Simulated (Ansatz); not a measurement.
Start from BAs in the zinc blende structure (space group F-43m, No. 216).

```xyz
2
Lattice="0.0000 2.3661 2.3661 2.3661 0.0000 2.3661 2.3661 2.3661 0.0000" Properties=species:S:1:pos:R:3 pbc="T T T"
B      0.0000     0.0000     0.0000
As     1.1830     1.1830     1.1830
```

Cartesian axes are those of the cell as printed.

Computed with Ansatz (a quantum-chemistry and plane-wave program), LDA, PAW, cutoff 420 eV, without spin-orbit coupling.

Modification: uniaxial strain ε_zz = −2.00 %, all other strain components held at zero, atoms relaxed at fixed cell.

Problem. Predict the stress tensor and what it implies for the stiffness.

Solution. Stress of the strained cell less that of the base (GPa, compression positive):
```
   1.67    0.00    0.00
   0.00    1.67    0.00
   0.00    0.00    5.93
```

Then −Δσ_ii/ε with ε = -0.0200 gives secant stiffness values (nonlinear terms included at this strain): C33 ≈ 296 GPa, C13 ≈ 84 GPa and C23 ≈ 84 GPa.

As a check, the harmonic strain energy −½ V₀ Δσ:ε is 4.9 meV/atom; the computed energy rise is 4.9 meV/atom.

No phonon test of stability was made.
